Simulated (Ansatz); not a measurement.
Take BN in the zinc blende structure (space group F-43m, No. 216; a = 3.610 Å) as the base. Axes: x, y, z lie along the cube axes.

Structures relaxed with r2SCAN (Ansatz, a program for electronic structure; PAW; 500 eV plane waves; no spin-orbit coupling).

Base:

Simulated powder pattern, Co Kα, λ = 1.79026 Å (kinematic, ideal powder, no thermal factors, no anomalous dispersion; the 10 strongest lines at most, above 2 %, up to 2θ = 90°):

```
2θ (°)  I/Imax (%)    hkl
------  ----------  -----
50.87          100  (111)
59.47          4.8  (200)
89.08           41  (220)
```

After one change:

Simulated powder pattern, Co Kα, λ = 1.79026 Å (kinematic, ideal powder, no thermal factors, no anomalous dispersion; the 10 strongest lines at most, above 2 %, up to 2θ = 90°):

```
2θ (°)  I/Imax (%)
------  ----------
50.96          100
59.47          3.2
89.08           14
89.36           28
```

Which change produced these results?
(A) uniaxial strain ε_zz = −3.00 %
(B) uniaxial strain ε_zz = −1.00 %
(C) uniaxial strain ε_zz = −0.50 %
(D) uniaxial strain ε_zz = −2.50 %

C, uniaxial strain ε_zz = −0.50 %. Its volume per atom is 5.85 Å³ against 5.88 Å³, and its space group is I-4m2 (No. 119).

No phonon test of stability was made.
